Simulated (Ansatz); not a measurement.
SnO2 (model structure, started from the polar ZrO2 type, Pbcn, No. 60, 12 atoms in the cell), treated with HSE06 (plane waves, PAW; Ansatz, a quantum-chemistry and plane-wave program).

Input:

Ansatz 0.2 input:
```yaml
crystal:
  lattice:
    - [5.7503637509, 0.0, 0.0]
    - [0.0, 4.7437496606, 0.0]
    - [0.0, 0.0, 5.2481503941]
  atoms:
    - { symbol: Sn, position: [0.0835425571, 0.250000173, 0.2853352319] }
    - { symbol: Sn, position: [0.9164574429, 0.749999827, 0.7853352319] }
    - { symbol: Sn, position: [0.5835425571, 0.749999827, 0.2853352319] }
    - { symbol: Sn, position: [0.4164574429, 0.250000173, 0.7853352319] }
    - { symbol: O, position: [0.3555435171, 0.0191388217, 0.1130598586] }
    - { symbol: O, position: [0.6444564829, 0.9808611783, 0.6130598586] }
    - { symbol: O, position: [0.8555435171, 0.9808611783, 0.1130598586] }
    - { symbol: O, position: [0.1444564829, 0.0191388217, 0.6130598586] }
    - { symbol: O, position: [0.1444522197, 0.4808566788, -0.0423950904] }
    - { symbol: O, position: [0.8555477803, 0.5191433212, 0.4576049096] }
    - { symbol: O, position: [0.6444522197, 0.5191433212, -0.0423950904] }
    - { symbol: O, position: [0.3555477803, 0.4808566788, 0.4576049096] }
basis:
  ecutwfc: 460
  ecutrho_ratio: 4
  xc_grid: 2
kpoints:
  mp_grid: { grid: [4, 6, 4] }
  band_path: { path: [[0, 0, 0], [0, 0.416667, 0]], npoints: 1 }
hamiltonian:
  xc: hse06
  dispersion: none
  pseudopotentials: { kind: paw }
scf:
  occupations: { method: fermi_dirac, width: 0.01 }
  convergence: { dr2_threshold: 0.0000000012 }
output:
  forces: true
  stress: true
  eigenvalues: true
  write_bands: true
```

Output (set-up and result lines):

```
WARN the atoms were moved onto the symmetric positions of the space group found under crystal.symmetry.tolerance 1.0e-5 (fractional …
WARN output.stress: scf.exx.energy_threshold = 1e-6 eV is looser than the 1.2e-7 eV advised for a stress under a hybrid functional (1e-8 eV for each atom of …
Crystal: 12 atoms, lattice volume = 143.161 Å³
Basis set: ecut = 460 eV, 3199 PW (Γ), exchange–correlation on 90×72×80 points (8 copies of the dense FFT grid, shifted against one another)
Bands: 64, of which v1, the nominal top of the filled ones, is band 52 counted from 1 (51 counted from 0)
Symmetry: 8 space group operations
Space group: Pbcn (ITA 60), of the structure as read, at distance tolerance 5.2e-5 Å
k-points: 36 of 96
SCF iter   1: F=—  HF=-28635.703011 eV  |F-HF|=—  |Δ(HF+E_count)|=         —  Δρ=1.74e-3  dr2=1.76e-3
SCF iter   2: F=—  HF=-28635.708298 eV  |F-HF|=—  |Δ(HF+E_count)|=   5.29e-3  Δρ=9.82e-4  dr2=4.37e-4
  ...
Crystal: 12 atoms, lattice volume = 143.161 Å³
Initial density: handed on by an earlier stage of this run
Crystal: 12 atoms, lattice volume = 143.161 Å³
SCF iter   4: F=—  HF=-28650.869047 eV  |F-HF|=—  |Δ(HF+E_count)|=   4.62e-7  Δρ=6.74e-6  dr2=5.79e-8
SCF iter   5: F=-28650.869047 eV  HF=-28650.869047 eV  |F-HF|=7.28e-12  |Δ(HF+E_count)|=   1.65e-8  Δρ=8.11e-7  dr2=9.95e-10
SCF 3 converged in 5 iterations: F = -28650.869047 eV  dr2 = 9.95e-10
Free energy (F): -28650.869046 eV
Internal energy: -28650.869046 eV  (E = F + TS)
E sigma→0 (E₀):  -28650.869046 eV
Fermi energy:    9.419997 eV
--- Forces (eV/Å), atoms counted from 1 ---
  atom   1  Sn     0.04067046     0.00000000    -0.00000000
  atom   2  Sn    -0.04067046    -0.00000000     0.00000000
  atom   3  Sn     0.04067046     0.00000000     0.00000000
  atom   4  Sn    -0.04067046     0.00000000    -0.00000000
  atom   5  O      0.11493861     0.07569075     0.02684168
  atom   6  O     -0.11493861    -0.07569075     0.02684168
  atom   7  O      0.11493861    -0.07569075     0.02684168
  atom   8  O     -0.11493861     0.07569075     0.02684168
  atom   9  O     -0.11493861    -0.07569075    -0.02684168
  atom  10  O      0.11493861     0.07569075    -0.02684168
  atom  11  O     -0.11493861     0.07569075    -0.02684168
  atom  12  O      0.11493861    -0.07569075    -0.02684168
--- Stress (GPa, compression-positive) ---
       -2.910845       0.000000       0.000000
        0.000000      -2.765903       0.000000
        0.000000       0.000000      -3.572159
  P = ⅓ Tr σ = -3.0830 GPa (-30.830 kbar)
```

The PAW data were made under PBE.

Note: the relaxation could raise the start's symmetry but not lower it, so the cell can be a saddle point. Note: cell and atoms aren't relaxed at this level (largest force component 0.11 eV/Å, pressure -3.1 GPa).

A model structure was made by putting elements into a prototype or built by hand; it is no filed structure, need not be a known phase, and can be a saddle point held by its symmetry.
